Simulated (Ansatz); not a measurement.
## Cu on the (0001) surface of wurtzite GaN (2x2 Ga adatom at T4; a constructed slab, bottom: 3 H on 4 bottom sites), one in a cell of 36 Å², started at the site 'over Ga at depth 1.7 Å #2'

Host crystal: wurtzite GaN, with a band gap (PBE, scalar-relativistic without spin-orbit coupling).

These are PBE (plane waves to 420 eV, PAW; Ansatz, an electronic-structure program) values and carry that method's errors.

Slab: 45 atoms, 13.9 Å thick at the start with caps and adatoms under the adsorbate (thin: gaps and levels are the slab's own); k 4x4x1, smearing 0.01 eV, dipole-corrected; 23 atoms held, the rest relaxed; no symmetry held; spin-polarised, ending with about 0.9 μB a cell, a value that depends on the mesh; orders that need a larger cell were not tried, no spin-orbit, no U, no dispersion correction. The slab shows no gap over 0.04 eV on its mesh. At the end it is bonded to 2 Ga. In PBE it is, or lies within 0.03 eV of, the lowest of the starts that converged.

| Quantity | Value |
|---|---|
| energy of the end state, in which the adsorbate broke or entered a bond of the host, against an atom of fcc Cu | 0.92 eV |
| change of the step from the bottom to the top vacuum level, against the clean slab | -0.20 eV |
| energy released by relaxation | 1.33 eV |
| height of the binding atom over the mean of the host atoms within 0.3 Å of the top one | 0.243 Å |
| largest move of a host atom | 0.67 Å |
| caution | the clean host was not checked against rearrangement in a larger or rattled cell |

A negative adsorption energy means that the adsorbate is more stable on the surface than in its reference.
